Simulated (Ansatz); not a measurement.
# How the c axis length of CrGe (model structure, started from the NbAs type, I4₁md, No. 109, 4 atoms in the cell) moves with the method

No measured value is used here.

```csv
level (code),value (Å)
PBE (Ansatz),10.484
PBEsol (Ansatz),10.325
PBE-D3(BJ) (Ansatz),10.318
```

PBE, PBEsol, PBE-D3(BJ): the starting moments vanished in the run, and other orders were not tried. Ansatz's density-functional and Hartree–Fock values are scalar-relativistic unless marked +SOC, with PAW data made under PBE.

A model structure was made by putting elements into a prototype or built by hand; it is no filed structure, need not be a known phase, and can be a saddle point held by its symmetry.

Ansatz is a quantum-chemistry and plane-wave program.
